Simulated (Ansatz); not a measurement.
A computed series for AlRu: response to strain

The reference is AlRu in the CsCl type structure (space group Pm-3m, No. 221; relaxed with 0.1 eV smearing).

```xyz
2
Lattice="2.9832 0.0000 0.0000 0.0000 2.9832 0.0000 0.0000 0.0000 2.9832" Properties=species:S:1:pos:R:3 pbc="T T T"
Al     1.4916     1.4916     1.4916
Ru     0.0000     0.0000     0.0000
```

Strains are applied to the cell and any free atomic positions relax.

Method: r2SCAN, PAW, 500 eV (Ansatz, an electronic-structure program; no spin-orbit coupling).

Notes on the quantities. energy relative to the base: free energy F.

| variant | energy relative to the base | shortest interatomic distance | pressure |
|---|---|---|---|
| base | 0 meV/atom | 2.583 Å | 0.0 GPa |
| isotropic strain +0.50 % | +2.0 meV/atom | 2.596 Å | -3.2 GPa |
| isotropic strain +1.00 % | +7.9 meV/atom | 2.609 Å | -6.2 GPa |
| isotropic strain +1.50 % | +18 meV/atom | 2.622 Å | -8.9 GPa |
| isotropic strain +2.00 % | +31 meV/atom | 2.635 Å | -11.5 GPa |
| isotropic strain +2.50 % | +47 meV/atom | 2.648 Å | -13.9 GPa |
| isotropic strain +3.00 % | +67 meV/atom | 2.661 Å | -16.1 GPa |

Stability against distortions was not tested. All final runs are without spin polarisation.
